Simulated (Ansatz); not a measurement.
Start from SiC (space group P6_3mc, No. 186; a = 3.094 Å, c = 10.129 Å).

(Cell as relaxed with PBE.)

Levels (all Ansatz, a first-principles code, PAW, earlier PAW set): PBE (420 eV, no SOC); r2SCAN (500 eV, scalar-relativistic without spin-orbit coupling).

Each level relaxes its own structure.

```csv
base,PBE,r2SCAN
volume per atom,10.50 Å³,10.33 Å³
lattice parameter a,3.094 Å,3.078 Å
band gap,2.22 eV,2.60 eV
```

Modification: a hydrostatic pressure of 9 GPa.

```csv
quantity,PBE,r2SCAN
volume per atom,10.10 Å³,…
shift of the gap caused by the change,+0.01 eV,…
band gap,2.23 eV,…
gap character,"indirect, Γ → M",…
```

**Question.** Given the PBE results, estimate those of r2SCAN.

**Answer.** 
- volume per atom, r2SCAN: 9.96 Å³
- shift of the gap caused by the change, r2SCAN: +0.02 eV
- band gap, r2SCAN: 2.61 eV
- gap character, r2SCAN: indirect, Γ → M

PBE's volume per atom lies 0.135 Å³ above r2SCAN's (1.4 %); PBE's band gap lies 0.38 eV below r2SCAN's; the two agree on the gap character. Neither level is exact; r2SCAN is the comparison here, not a measurement.

Load acts through the strain it causes; cell and atoms are relaxed under it. No phonon test of stability was made. Competing high-pressure phases were not computed.
